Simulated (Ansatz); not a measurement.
The reference is NaAuO2 (space group C2/m, No. 12; a = 6.631 Å, b = 3.014 Å, c = 6.144 Å, α = 90.00°, β = 119.04°, γ = 90.00°; a cell from a computed database, its experimental status unchecked).

The values are results of PBEsol (Ansatz, a program for electronic structure), without spin-orbit coupling, not measurements.

For the base:

```
Property                         Value
-----------------------------  -------
Band gap                       1.23 eV
Shortest interatomic distance  2.009 Å
```

One thing is altered: a hydrostatic pressure of 0.9 GPa.

Problem. Estimate the effect on the band gap and shortest interatomic distance.

Solution. The band gap goes up by 0.05 eV to 1.28 eV; the shortest interatomic distance hardly moves (2.009 Å against 2.007 Å).

With Au present, leaving out spin-orbit coupling can change the band edges. Load acts through the strain it causes; cell and atoms are relaxed under it. Whether these cells are dynamically stable was not tested.
